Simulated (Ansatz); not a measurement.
# A computed series for Al2Cu: response to strain

Consider Al$_{2}$Cu (space group I4/mcm, No. 140).

```
CELL_PARAMETERS angstrom
     -3.00310     3.00310     2.39527
      3.00310    -3.00310     2.39527
      3.00310     3.00310    -2.39527
ATOMIC_POSITIONS crystal
  Al 0.65900 0.15900 0.81801
  Al 0.84100 0.65900 0.50000
  Al 0.15900 0.34100 0.50000
  Al 0.34100 0.84100 0.18199
  Cu 0.25000 0.25000 0.00000
  Cu 0.75000 0.75000 0.00000
```

Cartesian axes are those of the cell as printed.

Strains are applied to the cell and any free atomic positions relax.

Method: Ansatz (an electronic-structure program) r2SCAN, scalar-relativistic without spin-orbit coupling, earlier PAW set.

Notes on the quantities. pressure: mean of the normal stresses, compression positive; energy relative to the base: free energy F.

```json
[
 {"case": "base", "pressure": "0.0 GPa", "shortest interatomic distance": "2.395 Å", "energy relative to the base": "0 meV/atom"},
 {"case": "isotropic strain +4.31 %", "pressure": "-10.7 GPa", "shortest interatomic distance": "2.499 Å", "energy relative to the base": "+73 meV/atom"},
 {"case": "uniaxial strain ε_xx = −0.36 %", "pressure": "0.4 GPa", "shortest interatomic distance": "2.395 Å", "energy relative to the base": "+0.1 meV/atom"},
 {"case": "tensor shear ε_yz = −3.79 %", "pressure": "0.4 GPa", "shortest interatomic distance": "2.398 Å", "energy relative to the base": "+8.2 meV/atom"}
]
```

Without a gap, meshes like the base's 12×12×12 leave anisotropic stresses uncertain by several tenths of a GPa, and small strain energies with them. No phonon test of stability was made. The final runs are not spin-polarised.
